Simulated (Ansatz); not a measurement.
Functionals compared on a constructed model of the (111) surface of germanium, (√3x√3)R30° Si adatom at H3 (bottom of the slab: 3 H on 3 bottom sites), in Ansatz (plane waves, PAW). The structure was relaxed with PBE; the other rows are single points on it. Cutoff 420 eV (500 eV for r2SCAN).

Slab: 28 atoms, 13.3 Å thick at the start with caps and adatoms (thin: gaps and levels are the slab's own); k 5x5x1, smearing 0.025 eV, dipole-corrected; 6 atoms held, the rest relaxed; symmetry of the start imposed; spin-polarised, no spin-orbit, no U. The slab shows no gap on its mesh. The starting moment vanished. In PBE it lies 0.09 eV a 1x1 cell over the lowest computed structure of the same composition ((√3x√3)R30° Si adatom at T4). These notes are the PBE run's. r2SCAN: The program's check for a lower electronic state was not made.

```csv
functional,work function of the top face (eV),rough cost of the single point
PBE,4.44,–
r2SCAN,4.65,about 15 core-minutes (a rough figure)
```

Ansatz is an electronic-structure program.
